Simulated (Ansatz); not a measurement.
Response to strain in SnTe

The reference is SnTe in the rock salt structure (space group Fm-3m, No. 225; a = 6.3697 Å). Axes: x, y, z lie along the cube axes.

Strains are applied to the cell and any free atomic positions relax; under biaxial strain the out-of-plane vector relaxes too.

Level of theory: r2SCAN (Ansatz, a program for electronic structure, PAW, without spin-orbit coupling).

Candidates:
(a) biaxial strain +1.55 %, plane normal [001], relaxed out of plane
(b) tensor shear ε_xz = +1.43 %
(c) biaxial strain +0.63 %, plane normal [111], relaxed out of plane
(d) uniaxial strain ε_yy = −2.32 %

Notes on the quantities. energy relative to the base: free energy F.

Problem. Order them by energy relative to the base, lowest first.

Solution. (c) biaxial strain +0.63 %, plane normal [111], relaxed out of plane (+0.6 meV/atom), (b) tensor shear ε_xz = +1.43 % (+1.5 meV/atom), (a) biaxial strain +1.55 %, plane normal [001], relaxed out of plane (+5.9 meV/atom), (d) uniaxial strain ε_yy = −2.32 % (+7.5 meV/atom)

No phonon test of stability was made. The final runs are not spin-polarised.
